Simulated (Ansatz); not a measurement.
Structures of equal composition on the (111) surface of fcc Al: a layer of Co in place of the second plane; a layer of Co in place of the third plane. The slabs share one bottom face, and each structure is named by its start. These are constructed structures in small cells; real faces may alloy, dewet or reconstruct in larger ones, and not all known structures of the face are among them. Slabs of about 12 Å, Fermi-Dirac smearing of 0.1 eV. Bottom of the slabs: a bare face, its two planes held. Relaxed from the named starts with such symmetry as they have, on meshes of like density; energies extrapolated to zero smearing; spin only where a row says so; no spin-orbit coupling, no U. Brackets mark spin-polarised runs, whose order is one that fits the cell.

The numbers are results of PBE (plane waves to 420 eV, PAW; Ansatz, an electronic-structure program), not measurements.

**Question.** Order them by energy per 1x1 cell (lowest first) at the level PBE.

**Answer.** a layer of Co in place of the third plane (0.000 eV [spin, 0.5 μB a cell]), a layer of Co in place of the second plane (0.183 eV [spin, 0.5 μB a cell])
